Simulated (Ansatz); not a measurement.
Habitual settings against a tight run: TiAu₂ (I4/mmm, 3 atoms in the cell)

Self-consistent single point.

```
TiAu2
1.0
   -1.67894     1.67894     4.19032
    1.67894    -1.67894     4.19032
    1.67894     1.67894    -4.19032
Ti Au
1 2
Direct
  0.00000   0.00000   0.00000
  0.66438   0.66438   0.00000
  0.33562   0.33562   0.00000
```
Moments meant for the start (each program seeds them in its own way; μB, in the order of the atoms Ti Au Au): 1.0 0.0 0.0.

Level of theory: PBEsol, PAW files made with PBE (plane waves; Ansatz, a first-principles code).

Base settings: basis.ecutwfc = 420 eV; kpoints.mp_grid.grid = 9 9 9; hamiltonian.xc = pbesol; hamiltonian.pseudopotentials = {kind: paw} (the program's default PAW files); magnetization.spin_polarized = true; scf.occupations.method = fermi_dirac; scf.occupations.width = 0.1 eV.

Tight run (finer mesh or higher cutoff; not a proven limit): basis.ecutwfc: 420 eV → 590 eV; kpoints.mp_grid.grid: 9 9 9 → 13 13 13; scf.convergence.dr2_threshold: default (1e-07 eV) → 1e-09 eV. It gave Fermi level (on the code's own zero) 20.62 eV; pressure 8.32 GPa; largest force (vector length) 0.066 eV/Å; size of the cell's spin moment 0.00 μB.

Quick runs, as changes from the base:
- A: the base itself
- B: basis.ecutwfc: 420 eV → 295 eV; kpoints.mp_grid.grid: 9 9 9 → 4 4 4; scf.occupations.method: fermi_dirac → methfessel_paxton; scf.occupations.width: 0.1 eV → 0.136 eV; kpoints.mp_grid.shift: default → 0.5 0.5 0.5; scf.convergence.dr2_threshold: default (1e-07 eV) → 0.0001 eV
- C: basis.ecutwfc: 420 eV → 210 eV; kpoints.mp_grid.grid: 9 9 9 → 8 8 8; hamiltonian.xc: pbesol → lda; scf.occupations.method: fermi_dirac → methfessel_paxton; scf.occupations.width: 0.1 eV → 0.136 eV; kpoints.mp_grid.shift: default → 0.5 0.5 0.5 [LDA (PW92)]…

Energies are extrapolated to zero smearing width, which holds to low order in the width alone.

Dashes: energy of C, another energy zero.

† marks runs with another functional, U, potentials or spin treatment: their distance from the tight run is not a convergence error alone.

The count of work is k-points × plane waves × bands × iterations; it is no time. 

Pressures in the table are Ansatz's without its Pulay estimate, at a fixed set of plane waves; the tight run's value above holds the estimate.

The starting cell comes from a database of computed structures (which also holds hypothetical and non-ambient phases and stackings), without a prior relaxation at this level. Its lattice was rescaled by a random factor within 2.5 % of one. The starting moments vanished: the run ended non-magnetic. The program warned that a starting moment was not kept. In the base run, with a pressure of about 8 GPa the cell is away from its equilibrium volume at this level.

```csv
run,energy less tight (meV/atom),pressure less tight (GPa),largest miss in a force vector (eV/Å),size of the net moment less tight (μB/atom),count of work / tight
A,1.4,-0.02,0.001,0.00,0.23
B,96.8,-10.51,0.037,0.11,0.026
C†,–,-262.28,0.256,0.00,0.058
```

Among the runs at the tight run's level, the energy misses run from 1.4 to 96.8 meV/atom.

Left out of this page: 3 runs of the series outside the window shown, repeating another row's setting, or not comparable.

Keys are those of Ansatz 0.2.
